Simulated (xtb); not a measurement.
xtb 6.7.1, GFN1-xTB: Nb(OH)2(SH)3 ([OH][Nb]([OH])([SH])([SH])[SH]), 11 atoms. The geometry is a generated start, not checked to be a minimum at this level.

```
Item                                                                                                           Result
------------------------  -------------------------------------------------------------------------------------------
method                                                                                                       GFN1-xTB
--acc                                                                                                     1 (default)
--etemp (K)                                                                                             300 (default)
detailed input (--input)  none: ANC optimiser, Lindh (1995) Hessian, microcycle=20, maxdispl=1.0, hlow=0.01 (default)
basis functions                                                                                                    58
valence electrons                                                                                                  40
```

```xyz
11

Nb    -0.1089    -0.1432     0.1099
O      0.6369    -1.5576     0.8445
H      0.9783    -2.3123     1.3339
O     -0.9188     1.2464    -0.6195
H     -1.3599     1.9384    -1.1212
S     -2.0785    -0.5931     1.5643
H     -2.7496     0.5323     1.3306
S      1.8232     1.2084     0.8602
H      1.7576     2.0284    -0.1901
S      0.4565    -0.8409    -2.2130
H      1.5633    -1.5068    -1.8996
```

Charge 0 and multiplicity 1 are set for this test and not shown to be the ground state.

The structure is relaxed from this start with --opt LEVEL for the levels crude, sloppy, loose, lax, normal, tight, vtight, extreme, once each. Up to the end of the extreme run atoms move by at most 0.80 Å along an axis.

**Question.** Which level is enough to come within 20 meV of the tightest end point?

**Answer.** normal: 50 cycles against 61, ending 0.058 meV above.

```
level    cycles  energy above the extreme run (meV)  gradient norm (eV/Å)
-------  ------  ----------------------------------  --------------------
crude         9                                  96                  0.49
sloppy       14                                  86                  0.32
loose        15                                  84                  0.24
lax          17                                  84                  0.19
normal       50                               0.058                 0.011
tight        51                               0.057                 0.019
vtight       57                          under 0.01                0.0053
extreme      61                                   —                0.0014
```
